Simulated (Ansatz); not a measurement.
Base system: TlBr in the CsCl type structure (space group Pm-3m, No. 221).

```
CELL_PARAMETERS angstrom
      3.83953     0.00000     0.00000
      0.00000     3.83953     0.00000
      0.00000     0.00000     3.83953
ATOMIC_POSITIONS crystal
  Tl 0.00000 0.00000 0.00000
  Br 0.50000 0.50000 0.50000
```

Cartesian axes are those of the cell as printed.

Calculations: plane-wave PAW DFT at the LDA level (Ansatz, a program for electronic structure, 420 eV), scalar-relativistic without spin-orbit coupling.

Base values:

| Item | Result |
|---|---|
| Band gap | 1.37 eV |

It is then changed as follows: biaxial strain +2.00 %, plane normal [001], relaxed out of plane (Cartesian); in-plane vectors clamped, the third vector and the atoms free.

Question: Estimate the effect on the out-of-plane strain.

Answer: The out-of-plane strain comes out as -1.89 %.

Question: What does the calculation give for the energy relative to the base after the change?

Answer: The energy goes up by 3.6 meV/atom.

Question: How does this affect the band gap?

Answer: The band gap falls by 0.13 eV to 1.24 eV.

Spin-orbit coupling, missing from the scalar runs, can matter with Tl. Stability against distortions was not tested.
